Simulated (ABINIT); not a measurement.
## Convergence study of the plane-wave cutoff for FeAl (P4mm, 2 atoms in the cell)

```
CELL_PARAMETERS angstrom
      2.91873     0.00000     0.00000
      0.00000     2.91873     0.00000
      0.00000     0.00000     2.91873
ATOMIC_POSITIONS crystal
  Al 0.50000 0.50000 0.51713
  Fe 0.00000 0.00000 0.00000
```

Method of the run: LDA (PW92), norm-conserving pseudopotentials (PseudoDojo nc-sr-04 LDA standard) (plane waves; ABINIT 10.0.3).

Base settings: pseudos = [Al.upf, Fe.upf]; ecut = 1225 eV; occopt = 3; tsmear = 0.1 eV; ngkpt = 4 4 4; nshiftk = 1; shiftk = 0 0 0; potentials = PseudoDojo nc-sr-04 LDA standard; nband = 15; kptopt = 1.

The second cell is the first with its lattice scaled by 0.98.

The mesh stays at the base's, so the ladder's end is converged at best in this setting alone.

Only quantities that move along the ladder and can be compared are tabulated.

The count of work is k-points × plane waves × bands × iterations; it is no time. 

The starting cell has typed, rounded lattice constants, without a prior relaxation at this level. Its lattice was rescaled by up to half a per cent. One atom was moved a little off its site on purpose. Spin polarisation is off. In the base run, with a pressure of about -20 GPa the cell is away from its equilibrium volume at this level. Without a gap this mesh is coarse (it stands for a supercell whose shortest vector is 12 Å).

```tsv
ecut	free energy less the last step's (meV/atom)	energy of the compressed cell less the first (meV/atom)	pressure (GPa)	largest difference of a force vector from the last step's (eV/Å)	count of work / last
435 eV	37067.36	-434.39	-1035.54	0.023	0.053
490 eV	25057.84	-538.39	-832.60	0.026	0.064
544 eV	16108.39	16.24	-646.03	0.022	0.074
599 eV	10197.80	-232.54	-489.91	0.008	0.085
680 eV	4809.26	-49.76	-303.61	0.026	0.10
735 eV	2579.02	17.46	-202.41	0.011	0.12
844 eV	733.12	-99.59	-90.56	0.001	0.16
980 eV	92.76	-70.75	-32.97	0.002	0.19
1088 eV	12.32	-71.53	-21.85	0.000	0.23
1225 eV	1.63	-70.92	-19.56	0.000	0.25
1361 eV	1.43	-70.93	-19.51	0.000	0.32
1469 eV	1.25	-70.93	-19.52	0.000	0.35
1660 eV	1.05	-70.95	-19.51	0.000	0.43
1850 eV	0.90	-70.95	-19.51	0.000	0.50
2150 eV	0.63	-70.96	-19.53	0.000	0.63
2449 eV	0.22	-71.00	-19.53	0.000	0.83
2939 eV	0.00	-71.01	-19.52	0.000	1.0
```

Coarsest ecut that holds the energy of the compressed cell less the first within 0.2 meV/atom of the last step, with all finer ones: 1225 eV, at 0.25 of the last step's count of work; the step before is off by 0.52 meV/atom.

Coarsest ecut that holds the pressure within 0.05 GPa of the last step, with all finer ones: 1225 eV, at 0.25 of the last step's count of work; the step before is off by 2.3 GPa.

Coarsest ecut that holds the free energy within 5 meV/atom of the last step, with all finer ones: 1225 eV, at 0.25 of the last step's count of work; the step before is off by 12 meV/atom.

The energy difference between the two cells stays within 1 meV/atom of the last step's from 980 eV on, the total only from 1850 eV on: much of the error is common to both cells and cancels.

At the lowest cutoff the pressure lies 1020 GPa under the last step's, the usual sign of Pulay stress in an incomplete plane-wave basis.
